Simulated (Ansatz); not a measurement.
The parent structure is Sc in the hcp (Mg type) structure (space group P6_3/mmc, No. 194; a = 3.277 Å, c = 5.085 Å).

All numbers come from PBEsol (Ansatz, a quantum-chemistry and plane-wave program, PAW, without spin-orbit coupling).

Before the change:

| Quantity | Value |
|---|---|
| Volume per atom | 23.65 Å³ |
| c/a ratio | 1.552 |

Modification: every Sc is replaced by Ca; the structure is relaxed again.

Task: What happens to the volume per atom?

Result: The volume per atom increases by 17.12 Å³, from 23.65 Å³ to 40.77 Å³.

Task: Predict the new c/a ratio.

Result: The c/a ratio grows by 0.099 (1.552 → 1.651).

Stability against distortions was not tested. The final runs are not spin-polarised. This is not the structure that Ca has at room temperature and ambient pressure.
